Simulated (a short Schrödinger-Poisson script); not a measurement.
Gated Al0.33Ga0.67N/GaN polarisation-induced gas

System: gated Al0.33Ga0.67N/GaN polarisation-induced gas, at 77 K.

| layer | material | thickness (nm) | Na (cm⁻³) |
|---|---|---|---|
| 1 | Al0.33Ga0.67N | 25 | - |
| 2 | GaN | 6000 | 5e14 |

Constants are typed, rounded textbook-type inputs, not results; the design itself was drawn at random and stands for no fabricated device. Al0.33Ga0.67N: permittivity 9.3, conduction-band edge (eV) 0.462, gap (eV) 4.09, electron mass (mₑ) 0.24, Nv at 300 K (cm⁻³) 4.6e19. GaN: permittivity 9.5, conduction-band edge (eV) 0, gap (eV) 3.43, Nv at 300 K (cm⁻³) 4.6e19.

Channel valleys (confinement mass, in-plane density-of-states mass, number): Γ 0.2, 0.2, 1. At the gate the conduction-band edge of layer 1 lies 1.27 eV − eVg above the Fermi level of the channel; the field vanishes at the back. Sheet of polarisation charge: +1.6e13 e/cm² at 25 nm from the gate. The barrier under the gate holds no holes. Gaps are held at their typed values at every temperature. Mesh 0.08 nm at interfaces.

Solved with a short Schrödinger-Poisson script written for these runs: 1D Poisson equation in equilibrium, electrons quantum, Hartree (BenDaniel-Duke, 40 states a valley, the channel's in-plane mass for all, wave functions free to enter the barrier), parabolic valleys, classical holes, full ionisation, no traps, pinning or gate leakage.

| Vg (V) | electrons (cm⁻²) | in the channel layer | C (μF/cm²) | Γ E0 (meV) | Γ E1 (meV) |
|---|---|---|---|---|---|
| 0.5 | 1.44e13 | 1.29e13 | 0.321 | -152.7 | -18.0 |
| -0.4 | 1.26e13 | 1.15e13 | 0.319 | -135.4 | -13.6 |
| -1.3 | 1.08e13 | 1.01e13 | 0.317 | -117.6 | -9.4 |
| -2.2 | 8.99e12 | 8.51e12 | 0.315 | -99.5 | -5.4 |
| -3.1 | 7.23e12 | 6.93e12 | 0.314 | -81.1 | -1.1 |
| -4 | 5.47e12 | 5.31e12 | 0.312 | -62.3 | 3.5 |
| -4.9 | 3.73e12 | 3.65e12 | 0.309 | -43.0 | 8.9 |
| -5.8 | 2.01e12 | 1.99e12 | 0.304 | -23.2 | 15.5 |
| -6.7 | 3.41e11 | 3.40e11 | 0.282 | 1.5 | 25.1 |

Gate voltages with under 1e6 electrons/cm² are left out.

Subbands count from the Fermi level.
